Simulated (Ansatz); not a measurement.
The starting structures come from a database of crystals and need not be the phases stable at ambient conditions.

 Where the default PAW files enter, the runs use the earlier of Ansatz's two default sets.

Inside the gap of an insulator the Bloch states are evanescent, with a wavenumber k + iκ along the transport direction.

```xyz
13
Lattice="5.3450 0.0000 0.0000 -2.6725 4.6289 0.0000 0.0000 0.0000 7.9633" Properties=species:S:1:pos:R:3 pbc="T T T"
Ba     0.0000     0.0000     0.0000
Al     2.6725     1.5430     5.5988
Al     0.0000     3.0859     2.3645
Si     2.6725     1.5430     2.2812
Si     0.0000     3.0859     5.6820
O      2.6725     1.5430     3.8814
O      0.0000     3.0859     4.0819
O     -1.4729     2.6551     6.2944
O      4.1454     1.9738     1.6689
O      1.1095     2.0258     6.2944
O      1.5630     2.6032     1.6689
O      0.3634     4.5769     6.2944
O      2.3091     0.0520     1.6689
```

Space group of this cell: P-3. The cell is taken as given; by PBEsol its mean pressure is -3.1 GPa.

Transport runs along the normal of the first two printed cell vectors, the (001) plane of the conventional cell.

The gap is the functional's own, uncorrected, and κ follows it; spin-orbit coupling is left out. Mid-gap values are interpolated between the computed energies.

Problem. Predict the band gap and the smallest decay constant κ at mid-gap from PBEsol in Ansatz (a first-principles code).

Solution. Gap 4.83 eV on a 12×12×4 mesh; κ = 0.427 1/Å, at the zone centre.
